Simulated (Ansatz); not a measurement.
Consider AlRu in the CsCl type structure (space group Pm-3m, No. 221; a = 2.977 Å; relaxed with 0.1 eV smearing).

Level of theory: Ansatz (an electronic-structure program), PBEsol, PAW, cutoff 420 eV, no spin-orbit coupling.

Strains are applied to the cell and any free atomic positions relax.

One change was made to it. Results:

| quantity | base | after |
|---|---|---|
| energy relative to the base (free energy F) | 0 meV/atom | +66 meV/atom |
| pressure | 0.0 GPa | -15.9 GPa |

Q: Which of these changes matches the shifts?
A) isotropic strain −2.00 %
B) isotropic strain +2.00 %
C) isotropic strain +3.00 %

A: C, isotropic strain +3.00 %. For comparison, the energy relative to the base in the other runs: isotropic strain +2.00 % gives +30 meV/atom; isotropic strain −2.00 % gives +35 meV/atom.

Stability against distortions was not tested. The final runs are not spin-polarised.
